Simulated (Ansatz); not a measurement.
Start from Hf in the hcp (Mg type) structure (space group P6_3/mmc, No. 194; a = 3.1581 Å, c = 5.0045 Å; relaxed with 0.1 eV smearing). Axes: x lies along a and z along c of the hexagonal cell.

Level of theory: plane-wave PAW DFT at the PBEsol level (Ansatz, a program for electronic structure, 420 eV), no spin-orbit coupling.

Now apply this change: an isotropic linear strain of −2.50 %; the atoms relax in the strained cell.

Problem. Predict the stress tensor and what it implies for the stiffness.

Solution. Stress of the strained cell less that of the base (GPa, compression positive):
```
    9.6     0.0     0.0
    0.0     9.6     0.0
    0.0     0.0    10.2
```

Then B = −ΔP/(ΔV/V₀) with ΔV/V₀ = -0.0731 gives secant stiffness values (nonlinear terms included at this strain): B (at held cell shape, above the free-shape value) ≈ 134 GPa.

As a check, the harmonic strain energy −½ V₀ Δσ:ε is 49 meV/atom; the computed energy rise is 46 meV/atom.

Stability against distortions was not tested. The final runs are not spin-polarised.
